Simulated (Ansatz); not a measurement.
By PBEsol, the system below comes out a metal.

A figure of merit of an interconnect metal is its ballistic conductance per area.

Input:

```
Mg
1.0
    3.17202     0.00000     0.00000
    0.00000     5.14120     0.00000
    1.58601     0.00000     2.74705
Mg
2
Cartesian
  1.58601   3.85590   0.91568
  3.17202   1.28530   1.83137
```

The cell is taken as given.

The current flows along the normal of the first two printed cell vectors, the (100) plane of the conventional cell. No spin-orbit coupling; the value is a mean over 0.1 eV about the Fermi level.

**Question.** Estimate the ballistic conductance per area that PBEsol run with Ansatz (an electronic-structure program) returns for this system.

**Answer.** 0.75 × 10¹⁵ S/m² for both spins.
